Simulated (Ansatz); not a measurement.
System: stishovite (SiO2). Method: LDA (PAW; Ansatz, a quantum-chemistry and plane-wave program).

Numerical settings: plane-wave cutoff 520 eV, 8×8×12 k mesh (along the axes of the cell as run), Fermi–Dirac smearing 0.01 eV, scalar-relativistic PAW data made under PBE.

On both sides of the equilibrium volume: at 7.506 Å³/atom the pressure is 6.54 GPa and the direct gap at Γ 6.138 eV; at 7.812 Å³/atom they are -5.79 GPa and 5.497 eV. The fitted bulk modulus is 307 GPa.

Problem. Work out the volume deformation potential of this gap and its pressure coefficient, in two ways.

Solution. a_V = dE_g/d ln V = (5.497 − 6.138)/ln(7.812/7.506) = -16.04 eV. Since dP = −B d ln V, dE_g/dP = −a_V/B = 52 meV/GPa. Straight from the pressures: (6.138 − 5.497)/(6.54 − (-5.79)) = 52 meV/GPa. At this level and over this range the gap at Γ widens under pressure.
